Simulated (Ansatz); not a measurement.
**Al: energy against volume**

Al (fcc, Fm-3m, 15.924 Å³/atom and stress up to 0.01 GPa in the relaxed cell, cube axes along x, y and z) under an equal strain ε along all three axes. r2SCAN in Ansatz, a plane-wave DFT program (PAW, default set), 500 eV, 28×28×28 Γ-centred mesh, Fermi-Dirac smearing 0.10 eV.

Here V stands for volume and E for E less E0.

| volume (Å³/atom) | E less E0 (meV/atom) | pressure (GPa) |
|---|---|---|
| 14.9875 | 17.26 | 6.39 |
| 15.2181 | 9.46 | 4.62 |
| 15.4510 | 4.06 | 2.97 |
| 15.6863 | 0.95 | 1.43 |
| 15.9240 | 0.00 | 0.00 |
| 16.1640 | 1.11 | -1.33 |
| 16.4065 | 4.16 | -2.57 |
| 16.6514 | 9.07 | -3.72 |
| 16.8987 | 15.72 | -4.78 |
| 17.4006 | ? | ? |

The 9 complete rows are fitted with the third-order Birch-Murnaghan form, a cubic in V^(-2/3), E against V. With u = V^(-2/3) - 0.158, the rows have u = 0.006506, 0.004839, 0.003199, 0.001583, -0.000009, -0.001577, -0.003122, -0.004644, -0.006144. Least squares gives E = 0.001 - 54.3·u + 411752·u² + 674034·u³. Residuals (row less fit): -0.002, 0.004, -0.003, 0.000, -0.002, 0.002, -0.003, 0.004, -0.001; standard error 0.004 (degrees of freedom: 5). Its minimum lies at u = 0.000066, so V0 = (0.158066)^(-3/2) = 15.91. There d²E/du² = 823800 and d³E/du³ = 4044000, so B0 = (4/9) × 15.91^(-7/3) × 823800 × 0.160218 = 92.1 GPa (the last factor turns the table's units into GPa), and B0' = 4 + (2/3) × 0.158066 × (4044000)/823800 = 4.5. B0' rests on the cubic coefficient alone and has a standard error of 0.1 from these residuals.

Predict the withheld E at V = 17.4006 from the fit, and compare with the calculation.

u = -0.009079, so E = 0.001 - 54.3 × (-0.009079) + 411752 × (-0.009079)² + 674034 × (-0.009079)³ = 33.930 meV/atom. The calculation gives 33.90 meV/atom, 0.030 meV/atom below the prediction (0.1 % of the range of E in the table). The row lies outside the fitted rows, so this is an extrapolation. The scatter of the fitted rows lies at the last printed digit.

In a metal these values are sensitive to mesh and smearing; energies are taken to zero smearing, stresses follow the free energy. Other structures, which can take over under pressure, weren't tried. The same form fitted to the pressure column gives B0' = 4.5; series where the two differ by over 0.4 aren't shown. Rows are the converged runs of the series near zero and its far end, less any whose ions stayed unrelaxed beside relaxed ones; series whose fitted rows scatter by over a few per cent of the range, as at a crossing or softening among them, aren't shown in this form.
